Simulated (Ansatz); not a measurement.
## SrGeO3, pressure series

Consider SrGeO₃ (space group P-62m, No. 189; a = 6.905 Å, c = 5.720 Å; a cell from a computed database, its experimental status unchecked).

Cell and atoms are relaxed at each pressure.

Method: PBEsol (Ansatz, an electronic-structure program, PAW, spin-orbit coupling left out).

```json
[
 {"case": "base", "lattice parameter a": "6.905 Å", "c/a ratio": "0.828", "band gap": "3.01 eV", "electron mass": "0.32 mₑ along c, 0.43 mₑ across (at Γ)"},
 {"case": "pressure −2 GPa", "lattice parameter a": "7.036 Å", "c/a ratio": "0.815", "band gap": "2.98 eV", "electron mass": "0.33 mₑ along c, 0.43 mₑ across (at Γ)"},
 {"case": "pressure −1 GPa", "lattice parameter a": "6.966 Å", "c/a ratio": "0.822", "band gap": "3.00 eV", "electron mass": "0.33 mₑ along c, 0.43 mₑ across (at Γ)"},
 {"case": "pressure 0.3 GPa", "lattice parameter a": "6.887 Å", "c/a ratio": "0.830", "band gap": "3.01 eV", "electron mass": "0.32 mₑ along c, 0.43 mₑ across (at Γ)"},
 {"case": "pressure 0.7 GPa", "lattice parameter a": "6.863 Å", "c/a ratio": "0.833", "band gap": "3.02 eV", "electron mass": "0.32 mₑ along c, 0.43 mₑ across (at Γ)"},
 {"case": "pressure 1.5 GPa", "lattice parameter a": "6.819 Å", "c/a ratio": "0.838", "band gap": "3.02 eV", "electron mass": "0.32 mₑ along c, 0.42 mₑ across (at Γ)"},
 {"case": "pressure 3 GPa", "lattice parameter a": "6.741 Å", "c/a ratio": "0.847", "band gap": "3.02 eV", "electron mass": "0.32 mₑ along c, 0.43 mₑ across (at Γ)"},
 {"case": "pressure 5 GPa", "lattice parameter a": "6.647 Å", "c/a ratio": "0.858", "band gap": "3.02 eV", "electron mass": "0.31 mₑ along c, 0.43 mₑ across (at Γ)"},
 {"case": "pressure 7.5 GPa", "lattice parameter a": "6.542 Å", "c/a ratio": "0.872", "band gap": "3.00 eV", "electron mass": "0.31 mₑ along c, 0.43 mₑ across (at Γ)"},
 {"case": "pressure 10 GPa", "lattice parameter a": "6.448 Å", "c/a ratio": "0.885", "band gap": "2.97 eV", "electron mass": "0.30 mₑ along c, 0.43 mₑ across (at Γ)"}
]
```

Load acts through the strain it causes; cell and atoms are relaxed under it. Effective masses come from finite differences of ±0.01 Å⁻¹. Whether these cells are dynamically stable was not tested. No other phases were tried under pressure.
